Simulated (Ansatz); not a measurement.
An Ansatz (a quantum-chemistry and plane-wave program) input (LDA (Ansatz; PAW; 420 eV plane waves; without spin-orbit coupling)):

Ansatz 0.2 input:
```yaml
crystal:
  lattice:
    - [-2.7335293344, 2.7541857274, 5.4807529361]
    - [2.7335293344, -2.7541857274, 5.4807529361]
    - [2.7335293344, 2.7541857274, -5.4807529361]
  atoms:
    - { symbol: Ga, position: [0.5, 0.5, 0] }
    - { symbol: Ga, position: [0.25, 0.75, 0.5] }
    - { symbol: Cu, position: [0, 0, 0] }
    - { symbol: Cu, position: [0.75, 0.25, 0.5] }
    - { symbol: Se, position: [0.875, 0.8841180779, 0.5091180779] }
    - { symbol: Se, position: [0.1158819221, 0.625, 0.9908819221] }
    - { symbol: Se, position: [0.375, 0.3658819221, 0.4908819221] }
    - { symbol: Se, position: [0.6341180779, 0.125, 0.0091180779] }
basis: { ecutwfc: 420, ecutrho_ratio: 4, xc_grid: 2, fft_grid_basis: typed }
kpoints: { mp_grid: { grid: [9, 9, 9] } }
hamiltonian:
  xc: lda
  dispersion: none
  pseudopotentials: { kind: paw }
scf: { occupations: { method: fermi_dirac, width: 0.05 }, convergence: { dr2_threshold: 0.0000000008 } }
relax: { f_tol: 0.005, max_steps: 50 }
output: { forces: true, stress: true }
checkpoint: { write: state.ck, write_every: 1000 }
```

### Question
Which symmetry and how many k-points will the program report, and about how many plane waves at Γ?

### Answer
Space group I212121 (ITA 24) with 4 operations, k-points 125 of 729, and 3219 plane waves at Γ.

### Question
And the final pressure?

### Answer
0.60 GPa (compression positive).

The cells carry an imposed strain or load. Stability against distortions was not tested. All final runs are without spin polarisation. The cell was made from GaCuSe2 in the chalcopyrite structure (space group I-42d, No. 122) by this change: uniaxial strain ε_xx = −0.75 %.
